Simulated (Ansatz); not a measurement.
The parent structure is BAs in the zinc blende structure (space group F-43m, No. 216; a = 4.7679 Å).

It is then changed as follows: the cell is scaled by 0.9794 in all directions; the atoms relax in the strained cell.

Levels (all Ansatz, a first-principles code, PAW): PBEsol (420 eV, spin-orbit coupling left out); r2SCAN (500 eV, spin-orbit coupling left out).

The geometry is relaxed with PBEsol.

- PBEsol smallest direct gap: 3.33 eV
- PBEsol lowest conduction level above the VBM at special points: X 1.25 eV; U 1.91 eV; K 1.91 eV; L 3.06 eV
- PBEsol electron mass: 1.1 mₑ along k, 0.21 mₑ across (off the special points)

With r2SCAN at the same geometry, the smallest direct gap increases by 0.19 eV, from 3.33 eV to 3.52 eV; the lowest conduction level above the VBM at special points becomes X 1.52 eV; U 2.25 eV; K 2.25 eV; L 3.39 eV (PBEsol: X 1.25 eV; U 1.91 eV; K 1.91 eV; L 3.06 eV); the electron mass changes from 1.1 mₑ along k, 0.21 mₑ across (off the special points) to 1.1 mₑ along k, 0.20 mₑ across (off the special points).

Single points use the geometry relaxed with PBEsol. Masses are band curvatures over ±0.01 Å⁻¹ around the edge. Along k means along the line from Γ to the band edge. Stability against distortions was not tested.
